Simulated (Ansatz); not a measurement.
# A series of runs on Si₃N₄ (P6_3/m, 14 atoms in the cell)

Space group P6₃/m (No. 176); a = b = 7.605 Å, c = 2.905 Å, α = β = 90.00°, γ = 120.00°

| atom | site | symmetry | x | y | z |
|---|---|---|---|---|---|
| Si | 6h | m.. | 0.4061 | 0.2311 | 0.2500 |
| N | 2d | -6.. | 0.6667 | 0.3333 | 0.2500 |
| N | 6h | m.. | 0.0308 | 0.3301 | 0.2500 |

Base run A: PBEsol, PAW files made with PBE (Ansatz, a program for electronic structure), self-consistent single point.

Its settings: basis.ecutwfc = 30.9 Ry; kpoints.mp_grid.grid = 3 3 6; hamiltonian.xc = pbesol; hamiltonian.pseudopotentials = {kind: paw} (the program's default PAW files); scf.occupations.method = fixed.

The starting cell comes from a database of computed structures (which also holds hypothetical and non-ambient phases and stackings), without a prior relaxation at this level. Ansatz's pressure includes its estimate of the finite-basis (Pulay) stress.

A dash stands where there is no value to compare (another energy zero or no entropy term, no result, no spin, no clean gap, or a mesh too coarse for one). 

Run A gave: pressure (GPa) 1.94; largest force (eV/Å) 0.053; gap on the mesh (eV) 4.198.

Runs:
- B: hamiltonian.dispersion: default → d3bj [PBEsol-D3BJ]
- C: hamiltonian.dispersion: default → d3bjatm [PBEsol-D3BJ-ATM]
- D: hamiltonian.xc: pbesol → rpbe; hamiltonian.dispersion: default → d3bjatm [RPBE-D3BJ-ATM]
- E: hamiltonian.dispersion: default → d4 [PBEsol-D4]
- F: hamiltonian.xc: pbesol → revpbe; hamiltonian.dispersion: default → d4 [revPBE-D4]

### Question
What does run E change against A?

### Answer
The pressure goes from 1.94 to -0.41 GPa, the largest force moves little (0.053 to 0.051 eV/Å) and the gap on the mesh stays at 4.198 eV.

### Question
What does run B change against A?

### Answer
The pressure goes from 1.94 to -1.18 GPa, the largest force hardly changes (0.053 to 0.049 eV/Å) and the gap on the mesh stays at 4.198 eV.

```json
[
 {"run": "A", "pressure (GPa)": "1.94", "largest force (eV/Å)": "0.053", "gap on the mesh (eV)": "4.198", "dispersion energy (eV/atom)": "–"},
 {"run": "B", "pressure (GPa)": "-1.18", "largest force (eV/Å)": "0.049", "gap on the mesh (eV)": "4.198", "dispersion energy (eV/atom)": "-0.201"},
 {"run": "C", "pressure (GPa)": "-0.69", "largest force (eV/Å)": "0.049", "gap on the mesh (eV)": "4.198", "dispersion energy (eV/atom)": "-0.185"},
 {"run": "D", "pressure (GPa)": "-7.02", "largest force (eV/Å)": "0.182", "gap on the mesh (eV)": "4.423", "dispersion energy (eV/atom)": "-0.892"},
 {"run": "E", "pressure (GPa)": "-0.41", "largest force (eV/Å)": "0.051", "gap on the mesh (eV)": "4.198", "dispersion energy (eV/atom)": "-0.165"},
 {"run": "F", "pressure (GPa)": "-1.08", "largest force (eV/Å)": "0.090", "gap on the mesh (eV)": "4.399", "dispersion energy (eV/atom)": "-0.594"}
]
```

Keys are those of Ansatz 0.2.
